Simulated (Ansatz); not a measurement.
By PBEsol, the system below comes out a metal.

Without scattering a metal conducts by its projected Fermi surface.

```yaml
crystal:
  lattice:
    - [3.52812, 0.00000, 0.00000]
    - [0.00000, 3.52812, 0.00000]
    - [1.76406, -1.76406, 2.49476]
  atoms:
    - { symbol: Pb, position: [0.00000, 0.00000, 0.00000] }
```

Space group of this cell: Fm-3m, fcc (Cu type). The cell is taken as given; by PBEsol its mean pressure is -1.5 GPa.

The current flows along the normal of the first two printed cell vectors, the (001) plane of the conventional cell. No spin-orbit coupling; the value is a mean over 0.1 eV about the Fermi level.

Task: State the ballistic conductance per area according to PBEsol (Ansatz, a program for electronic structure).

Result: 0.95 × 10¹⁵ S/m² for both spins.
